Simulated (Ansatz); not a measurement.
An Ansatz (a first-principles code) run: Zr with a change (pressure 18 GPa); PBE/PAW in Ansatz, no spin-orbit coupling, earlier PAW set.

Input:

Ansatz 0.2 input:
```yaml
crystal:
  lattice:
    - [3.1332571979, 0, 0]
    - [-1.5666285989, 2.7134803299, 0]
    - [0, 0, 5.0588288249]
  atoms:
    - { symbol: Zr, position: [0.3333333333, 0.6666666667, 0.75] }
    - { symbol: Zr, position: [0.6666666667, 0.3333333333, 0.25] }
basis: { ecutwfc: 420, ecutrho_ratio: 4, xc_grid: 2, fft_grid_basis: typed }
kpoints: { mp_grid: { grid: [17, 17, 9] } }
hamiltonian:
  xc: pbe
  dispersion: none
  pseudopotentials: { azcp: { folder: ./paw }, kind: paw }
scf: { occupations: { method: fermi_dirac, width: 0.05 } }
relax: { f_tol: 0.01, max_steps: 60, cell: { stress_tol: 0.02, p_target: 18.0 } }
output: { forces: true, stress: true }
checkpoint: { write: state.ck, write_every: 1000 }
```

Output (explanatory and most iteration lines left out):

```
Relaxation: its limit of steps is 60 (relax.max_steps)
Pseudopotential: Zr, paw, valence charge 12
Crystal: 2 atoms, lattice volume = 43.010 Å³
Basis set: ecut = 420 eV, 833 PW (Γ), exchange–correlation on 48×48×72 points (8 copies of the dense FFT grid, shifted against one another)
Bands: 16, of which v1, the nominal top of the filled ones, is band 12 counted from 1 (11 counted from 0)
Symmetry: 24 space group operations
Space group: P63/mmc (ITA 194), of the structure as read, at distance tolerance 3.5e-5 Å
k-points: 165 of 2601
Functional: x = pbe(κ = 0.804, μ = 0.2195149727645171), c = pbe(β = 0.06672455060314922)
SCF iter   1: F=—  HF=-8367.779546 eV  |F-HF|=—  |Δ(HF+E_count)|=         —  Δρ=2.92e-2  dr2=4.46e-1  ethr=3.10e-3  ⟨swp⟩=5.1  Hψ=11363  notcnv=0
SCF iter   2: F=—  HF=-8367.679335 eV  |F-HF|=—  |Δ(HF+E_count)|=   1.00e-1  Δρ=1.81e-2  dr2=1.68e-1  ethr=1.86e-3  ⟨swp⟩=2.0  Hψ=4507  notcnv=0
SCF 1 converged in 6 iterations: F = -8367.629648 eV  dr2 = 4.81e-9
relax step   1: F+E_penalty+E_count = -8367.62964838 eV  Δ(F+E_penalty+E_count) = +0.000e0 eV  max|allowed force component| = 7.401e-17 eV/Å  Δτ_max = 0.0000 Å  P = +9.000 GPa  Ω = 43.010 Å³  (6 SCF iters, dr2 threshold 1.00e-7 eV, accepted)
[... steps on the carried basis left out ...]
relax step   7: F+E_penalty+E_count = -8367.39267881 eV  Δ(F+E_penalty+E_count) = +1.278e-4 eV  max|allowed force component| = 1.203e-16 eV/Å  Δτ_max = 0.0000 Å  P = +17.997 GPa  Ω = 40.160 Å³  stress off target by 7.92e-3 GPa  SCF on the basis re-selected at this cell (its energy is not comparable with the rows above)  (9 SCF iters)
SCF converged after 9 iterations
Free energy (F): -8367.392679 eV
Internal energy: -8367.375395 eV  (E = F + TS)
E sigma→0 (E₀):  -8367.384037 eV
Entropy (-TS):   -0.017283 eV (-8.642 meV/atom)
Fermi energy:    16.528708 eV
--- Forces (eV/Å), atoms counted from 1 ---
  atom   1  Zr     0.00000000    -0.00000000     0.00000000
  atom   2  Zr    -0.00000000     0.00000000     0.00000000
--- Stress (GPa, compression-positive) ---
       17.992079      -0.000000       0.000000
       -0.000000      17.992079       0.000000
        0.000000       0.000000      18.007328
  P = ⅓ Tr σ = 17.9972 GPa (179.972 kbar)
--- Relaxed structure (6 steps of the walk, 5 accepted, 1 SCFs on fresh bases) ---
  cell:  # Å, volume = 40.1597 Å³
    - [3.0498095285800515, -2.8098735140433272e-11, 0.0]
    - [-1.5249047642656917, 2.641212528468216, 0.0]
    - [0.0, 0.0, 4.985565181274408]
  atoms:
    - { symbol: Zr, position: [0.33333333333333337, 0.6666666666666666, 0.7499999999999999] }
    - { symbol: Zr, position: [0.6666666666666665, 0.3333333333333333, 0.24999999999999994] }
```

Load acts through the strain it causes; cell and atoms are relaxed under it. No phonon test of stability was made. All final runs are without spin polarisation. Measured, Zr leaves this structure (for the ω phase) near 3 GPa (temperature not stated; as listed in C. Cazorla, D. Alfè, M. J. Gillan, Physical Review B (2008)). The cell was made from Zr in the hcp (Mg type) structure (space group P6_3/mmc, No. 194) by this change: pressure 18 GPa.
